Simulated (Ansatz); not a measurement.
Base system: MoSi2 (space group Fddd, No. 70; a = 4.607 Å, b = 8.057 Å, c = 8.762 Å; a hypothetical phase, not in the database extracts checked). Axes: x, y, z lie along a, b, c of the conventional cell.

Structures relaxed with Ansatz (a program for electronic structure) PBE, no SOC.

Base:

Simulated powder pattern, Cu Kα1, λ = 1.54056 Å (kinematic, ideal powder, no thermal factors, no anomalous dispersion; the 14 strongest lines at most, above 2 %, up to 2θ = 90°):

```tsv
2θ (°)	I/Imax (%)	hkl
24.44	72	(111)
30.11	47	(022)
38.12	23	(113)
40.17	100	(131)
41.18	47	(004)
44.39	75	(202)
45.31	15	(220)
50.17	51	(133)
66.85	21	(135)
71.52	17	(331)
73.74	16	(062)
77.29	14	(206)
78.86	13	(333)
83.21	12	(260)
```

It is then changed as follows: tensor shear ε_xz = −3.87 % (engineering shear γ = -0.0774), atoms relaxed at fixed cell.

Problem. Where do the lines fall after the change?

Solution. 
Simulated powder pattern, Cu Kα1, λ = 1.54056 Å (kinematic, ideal powder, no thermal factors, no anomalous dispersion; the 14 strongest lines at most, above 2 %, up to 2θ = 90°):

```csv
2θ (°),I/Imax (%),hkl
23.85,70,(1 1 -1)
25.11,65,(111)
30.14,88,(022)
36.92,24,(1 1 -3)
39.79,86,(1 3 -1)
40.60,100,(131)
41.27,87,(004)
42.98,77,(2 0 -2)
45.39,28,(220)
45.97,63,(202)
49.21,56,(1 3 -3)
51.25,40,(133)
73.75,29,(062)
83.27,21,(260)
```

The indices refer to the base's conventional cell; one index is shown for lines that coincide. The space group is now C2/c (No. 15).

The cells carry an imposed strain or load. No phonon test of stability was made. The final runs are not spin-polarised.
